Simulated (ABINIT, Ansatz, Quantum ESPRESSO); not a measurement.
## Code comparison for WC (P-6m2, 2 atoms in the cell)

Self-consistent single point.

```
WC
1.0
    2.84426     0.00000     0.00000
   -1.42213     2.46320     0.00000
    0.00000     0.00000     2.76902
W C
1 1
Direct
  0.00000   0.00000   0.00000
  0.66667   0.33333   0.50000
```

Shared settings, as Ansatz (a quantum-chemistry and plane-wave program) writes them: kpoints.mp_grid.grid = 9 9 8; magnetization.spin_orbit = true; scf.occupations.method = fermi_dirac; scf.occupations.width = 0.1 eV. Potentials and cutoffs stand in the table.

```csv
code,model,pressure (GPa),cutoff
ABINIT,"PBE, spin-orbit coupling, norm-conserving pseudopotentials (PseudoDojo nc-fr-04 PBE standard)",37.86,41 Ha
Ansatz,"PBE with spin-orbit coupling, default PAW files",36.60,420 eV
Quantum ESPRESSO,"PBE, spin-orbit coupling, PseudoDojo fully relativistic norm-conserving (PBE) pseudopotentials",37.92,85 Ry
```

The spread over the programs that give each value: pressure within 1.32 GPa.

Ansatz's pressure is given at a fixed set of plane waves, as the other plane-wave codes print theirs; with its correction for the finite basis it is 36.96 GPa (the shift of 0.36 GPa shows how far the cutoff is from converged). In the pressure, Ansatz (by 1.26) lies more than 1 GPa from the median of the plane-wave programs.

The starting cell comes from a database of computed structures (which also holds hypothetical and non-ambient phases and stackings), without a prior relaxation at this level. Its lattice was rescaled by a random factor within 2.5 % of one.

Left out of this page: Elk and SIESTA (not drawn, or without a comparable value).

Keys are those of Ansatz 0.2.
